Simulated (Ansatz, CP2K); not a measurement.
A CP2K input for a self-consistent single point of SiMo3 (Pm-3n, 8 atoms in the cell) (DFT PBE, GPW, DZVP-MOLOPT-PBE-GTH basis, GTH-PBE potentials (POTENTIAL_UZH)):

```
&GLOBAL
  PROJECT run
  RUN_TYPE ENERGY_FORCE
  PRINT_LEVEL LOW
&END GLOBAL
&FORCE_EVAL
  METHOD Quickstep
  STRESS_TENSOR ANALYTICAL
  &DFT
    BASIS_SET_FILE_NAME BASIS_MOLOPT_UZH
    POTENTIAL_FILE_NAME POTENTIAL_UZH
    &QS
      METHOD GPW
      EPS_DEFAULT 1E-10
    &END QS
    &MGRID
      CUTOFF 500
      REL_CUTOFF 50
      NGRIDS 5
    &END MGRID
    &SCF
      SCF_GUESS ATOMIC
      EPS_SCF 1E-6
      MAX_SCF 100
      ADDED_MOS 15
      &DIAGONALIZATION
        ALGORITHM STANDARD
      &END DIAGONALIZATION
      &MIXING
        METHOD BROYDEN_MIXING
        ALPHA 0.2
        NBUFFER 8
        BETA 1
      &END MIXING
      &SMEAR ON
        METHOD FERMI_DIRAC
        ELECTRONIC_TEMPERATURE [K] 1160.45
      &END SMEAR
    &END SCF
    &KPOINTS
      SCHEME MONKHORST-PACK 5 5 5
    &END KPOINTS
    &XC
      &XC_FUNCTIONAL PBE
      &END XC_FUNCTIONAL
    &END XC
    &PRINT
      &MO
        EIGENVALUES T
        OCCUPATION_NUMBERS T
        NDIGITS 8
        FILENAME mo
        &EACH
          QS_SCF 0
        &END EACH
        ADD_LAST NUMERIC
      &END MO
      &MULLIKEN OFF
      &END MULLIKEN
    &END PRINT
  &END DFT
  &SUBSYS
    &CELL
      A 4.71811100 0.00000000 0.00000000
      B 0.00000000 4.71811100 0.00000000
      C 0.00000000 0.00000000 4.71811100
      PERIODIC XYZ
    &END CELL
    &COORD
      SCALED
      Si       0.50000000     0.50000000     0.50000000
      Si       0.00000000     0.00000000     0.00000000
      Mo       0.00000000     0.50000000     0.25000000
      Mo       0.00000000     0.50000000     0.75000000
      Mo       0.25000000     0.00000000     0.50000000
      Mo       0.75000000     0.00000000     0.50000000
      Mo       0.50000000     0.25000000     0.00000000
      Mo       0.50000000     0.75000000     0.00000000
    &END COORD
    &KIND Si
      BASIS_SET DZVP-MOLOPT-PBE-GTH-q4
      POTENTIAL GTH-PBE-q4
    &END KIND
    &KIND Mo
      BASIS_SET DZVP-MOLOPT-PBE-GTH-q14
      POTENTIAL GTH-PBE-q14
    &END KIND
  &END SUBSYS
  &PRINT
    &FORCES ON
    &END FORCES
    &STRESS_TENSOR ON
    &END STRESS_TENSOR
  &END PRINT
&END FORCE_EVAL
```

### Question
Give the Ansatz (a program for electronic structure) input for the same structure, mesh, smearing and functional.

### Answer
One input that does it (others would too):

Ansatz 0.2 input:
```yaml
crystal:
  lattice:
    - [4.71811100, 0.00000000, 0.00000000]
    - [0.00000000, 4.71811100, 0.00000000]
    - [0.00000000, 0.00000000, 4.71811100]
  atoms:
    - { symbol: Si, position: [0.50000000, 0.50000000, 0.50000000] }
    - { symbol: Si, position: [0.00000000, 0.00000000, 0.00000000] }
    - { symbol: Mo, position: [0.00000000, 0.50000000, 0.25000000] }
    - { symbol: Mo, position: [0.00000000, 0.50000000, 0.75000000] }
    - { symbol: Mo, position: [0.25000000, 0.00000000, 0.50000000] }
    - { symbol: Mo, position: [0.75000000, 0.00000000, 0.50000000] }
    - { symbol: Mo, position: [0.50000000, 0.25000000, 0.00000000] }
    - { symbol: Mo, position: [0.50000000, 0.75000000, 0.00000000] }
basis:
  ecutwfc: 420.0
kpoints:
  mp_grid:
    grid: [5, 5, 5]
hamiltonian:
  xc: pbe
  pseudopotentials:
    kind: paw
scf:
  occupations:
    method: fermi_dirac
    width: 0.1
output:
  forces: true
  eigenvalues: true
  stress: true
```

Basis, cutoffs, solver keys and any potentials are the target program's own. This input uses DFT, PBE, plane waves, default PAW files. Both were run: pressure 40.02 GPa in CP2K and 36.77 in Ansatz. Ansatz's pressure is the one without its finite-basis correction.

On Ansatz: the starting cell comes from a database of computed structures (which also holds hypothetical and non-ambient phases and stackings), without a prior relaxation at this level. Its lattice was rescaled by a random factor within 2.5 % of one. For this run, on top of that: lattice scaled by 0.98. Spin polarisation is off. With a pressure of about 37 GPa the cell is away from its equilibrium volume at this level.

On CP2K: the starting cell comes from a database of computed structures (which also holds hypothetical and non-ambient phases and stackings), without a prior relaxation at this level. Its lattice was rescaled by a random factor within 2.5 % of one. For this run, on top of that: lattice scaled by 0.98. Spin polarisation is off. Values carry the incompleteness of an atom-centred basis. With a pressure of about 40 GPa the cell is away from its equilibrium volume at this level.
